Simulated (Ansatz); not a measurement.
Fluorite PbF₂ (high-temperature phase) was calculated with G0W0@PBE+SOC (Ansatz, an electronic-structure program, hard PAW, contour deformation, complete-basis limit, spin–orbit shift from PBE).

Run with largest k mesh 10×10×10 (not extrapolated in the mesh).

The cell has the measured lattice: a = b = c = 5.940 Å, α = β = γ = 90.00°.

Estimate the band gap that the calculation returns.


- band gap: 6.39 eV

Note: filled d or f shells below the valence bands can shift G0W0 gaps through exchange with them, which wasn't tested here; spin–orbit coupling enters as the shift of the gap found with a semilocal functional; cell and atoms aren't relaxed at this level.

The computed numbers hold no vibrational or temperature effects.
